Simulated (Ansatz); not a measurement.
Consider CdS in the zinc blende structure (space group F-43m, No. 216).

```xyz
2
Lattice="0.0000 2.9388 2.9388 2.9388 0.0000 2.9388 2.9388 2.9388 0.0000" Properties=species:S:1:pos:R:3 pbc="T T T"
Cd     0.0000     0.0000     0.0000
S      1.4694     1.4694     1.4694
```

Cartesian axes are those of the cell as printed.

The values are results of plane-wave PAW DFT at the r2SCAN level (Ansatz, a first-principles code, 500 eV), no spin-orbit coupling, not measurements.

Base values:

Valence-band top at Γ: 0.00, 0.00, 0.00 eV
Volume per atom: 25.38 Å³

Modification: biaxial strain −1.50 %, plane normal [001], relaxed out of plane (Cartesian); in-plane vectors clamped, the third vector and the atoms free.

Predict the new valence-band top at Γ.

The valence-band top at Γ (three highest levels, from the VBM) becomes 0.00, 0.00, -0.12 eV (base: 0.00, 0.00, 0.00 eV).

What does the calculation give for the volume per atom after the change?

The volume per atom drops by 0.21 Å³, from 25.38 Å³ to 25.17 Å³.

The levels and masses belong to the bands next to the band gap. Stability against distortions was not tested.
